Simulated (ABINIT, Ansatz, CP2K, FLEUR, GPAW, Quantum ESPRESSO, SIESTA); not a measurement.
One structure in several programs: LaB6 (Pm-3m, 7 atoms in the cell)

Self-consistent single point, at a second geometry (lattice scaled by 0.98). First geometry:

```xyz
7
Lattice="4.1862 0.0000 0.0000 0.0000 4.1862 0.0000 0.0000 0.0000 4.1862" Properties=species:S:1:pos:R:3 pbc="T T T"
La     0.0000     0.0000     0.0000
B      3.3495     2.0931     2.0931
B      0.8367     2.0931     2.0931
B      2.0931     3.3495     2.0931
B      2.0931     0.8367     2.0931
B      2.0931     2.0931     3.3495
B      2.0931     2.0931     0.8367
```

Shared settings, as Ansatz (a quantum-chemistry and plane-wave program) writes them: kpoints.mp_grid.grid = 7 7 7; scf.occupations.method = gaussian; scf.occupations.width = 0.136 eV. Potentials and cutoffs stand in the table.

| code | model | ΔF from the first geometry (meV/atom) | pressure (GPa) | largest force (eV/Å) | cutoff |
|---|---|---|---|---|---|
| SIESTA | GGA PBE, numerical atomic orbitals DZP, PseudoDojo PBE standard norm-conserving potentials (rewritten from UPF to PSML) | 23.2 | 12.14 | 0.107 | grid 300 Ry |
| Ansatz | PBE, PAW files | 5.8 | 7.09 | 0.171 | default |
| Quantum ESPRESSO | PBE, GBRV 1.5 ultrasoft (PBE) pseudopotentials | 4.9 | 7.01 | 0.168 | 40 Ry |
| CP2K | PBE, GPW, DZVP-MOLOPT-SR-GTH basis, GTH-PBE potentials (GTH_POTENTIALS) | 8.5 | 7.99 | 0.089 | grid 500 Ry |
| ABINIT | PBE, norm-conserving pseudopotentials (PseudoDojo nc-sr-05 PBE standard) | 5.0 | 7.02 | 0.162 | 55 Ha |
| GPAW | PBE, GPAW PAW datasets PBE (gpaw-data 1.0.1) | 6.5 | – | 0.168 | 950 eV |
| FLEUR | PBE, all-electron FLAPW (FLEUR), scalar-relativistic valence | – | – | 0.191 | Kmax 4.1 1/bohr |

A dash marks a value that a program does not give, or that is left out as unsure.

The spread over the programs that give each value: ΔF from the first geometry within 18.3 meV/atom; pressure within 5.13 GPa; largest force within 0.102 eV/Å.

SIESTA and CP2K use small atom-centred bases, whose incompleteness enters pressures, forces and empty levels differently from a plane-wave cutoff. FLEUR treats all electrons, but the usual bases taken here (sphere radii, linearisation, local orbitals, empty states) were not tested for convergence, so the values are no reference for the others. Ansatz's pressure is given at a fixed set of plane waves, as the other plane-wave codes print theirs; with its correction for the finite basis it is 7.26 GPa. The pressure of GPAW is left out: its cutoff lies under the one at which its stress was checked. In the pressure, SIESTA (by 5.12) lies more than 1 GPa from the median of the plane-wave programs.

The starting cell comes from a database of computed structures (which also holds hypothetical and non-ambient phases and stackings), without a prior relaxation at this level. Its lattice was rescaled by a random factor within 2.5 % of one. For this run, on top of that: lattice scaled by 0.98.

Keys are those of Ansatz 0.2.
